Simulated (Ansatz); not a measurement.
## HfO2, response to strain and stress

The reference is HfO2 in the fluorite structure (space group Fm-3m, No. 225; a = 5.059 Å). Axes: x, y, z lie along the cube axes.

Strains are applied to the cell and any free atomic positions relax; under biaxial strain the out-of-plane vector relaxes too; under stress the whole cell relaxes.

The values are results of Ansatz (a first-principles code) r2SCAN, no SOC, earlier PAW set, not measurements.

Candidates:
(a) uniaxial stress, 1 GPa compression along x
(b) uniaxial stress, 3 GPa tension along z
(c) biaxial strain +4.62 %, plane normal [001], relaxed out of plane

Base values:

```
Quantity    Value
--------  -------
Band gap  4.30 eV
```

Task: Order them by band gap, lowest first.

Result: (c) biaxial strain +4.62 %, plane normal [001], relaxed out of plane (3.50 eV), (b) uniaxial stress, 3 GPa tension along z (4.27 eV), (a) uniaxial stress, 1 GPa compression along x (4.29 eV)

Spin-orbit coupling, missing from the scalar runs, can matter with Hf. Beyond what the load breaks, stability against distortions was not tested. This is not the structure that HfO2 has at room temperature and ambient pressure.
